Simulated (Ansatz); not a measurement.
Pressure series in CaF2

Base system: CaF$_{2}$ in the fluorite structure (space group Fm-3m, No. 225; a = 5.511 Å).

Cell and atoms are relaxed at each pressure.

Level of theory: Ansatz (an electronic-structure program) PBE, spin-orbit coupling left out.

| case | volume per atom | band gap | smallest direct gap |
|---|---|---|---|
| base | 13.95 Å³ | 7.14 eV | 7.39 eV |
| pressure −2 GPa | 14.33 Å³ | 6.98 eV | 7.23 eV |
| pressure −1 GPa | 14.13 Å³ | 7.07 eV | 7.31 eV |
| pressure 0.3 GPa | … | … | … |
| pressure 0.7 GPa | 13.83 Å³ | 7.19 eV | 7.45 eV |
| pressure 1.5 GPa | 13.69 Å³ | 7.25 eV | 7.50 eV |
| pressure 3 GPa | 13.46 Å³ | 7.35 eV | 7.61 eV |
| pressure 5 GPa | 13.18 Å³ | 7.48 eV | 7.74 eV |
| pressure 7.5 GPa | 12.87 Å³ | 7.63 eV | 7.89 eV |
| pressure 10 GPa | 12.59 Å³ | 7.77 eV | 8.03 eV |

Q: Some entries are withheld; estimate them.

A: 
- pressure 0.3 GPa, volume per atom: 13.89 Å³
- pressure 0.3 GPa, band gap: 7.16 eV
- pressure 0.3 GPa, smallest direct gap: 7.42 eV

Load acts through the strain it causes; cell and atoms are relaxed under it. Whether these cells are dynamically stable was not tested. Competing high-pressure phases were not computed. The base started in Pca2_1 and relaxed to Fm-3m at this level.
